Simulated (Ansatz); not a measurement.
Start from HfO2 (space group P4_2/nmc, No. 137; a = 3.5675 Å, c = 5.1667 Å).

Computed with Ansatz (an electronic-structure program), PBEsol, PAW, cutoff 420 eV, spin-orbit coupling left out, earlier PAW set.

One change was made to it. Results:

```tsv
quantity	base	after
band gap	4.57 eV	4.53 eV
volume per atom	10.96 Å³	10.80 Å³
```

Question: What was done to the base?
(A) pressure 3 GPa
(B) pressure 15 GPa
(C) pressure 100 GPa
(D) pressure −1 GPa
(E) pressure −2 GPa

Answer: A, pressure 3 GPa. For comparison, the band gap in the other runs: pressure −2 GPa gives 4.58 eV; pressure 100 GPa gives 4.12 eV; pressure −1 GPa gives 4.58 eV; pressure 15 GPa gives 4.42 eV.

Spin-orbit coupling, missing from the scalar runs, can matter with Hf. Load acts through the strain it causes; cell and atoms are relaxed under it. Stability against distortions was not tested. Competing high-pressure phases were not computed. This is not the structure that HfO2 has at room temperature and ambient pressure.
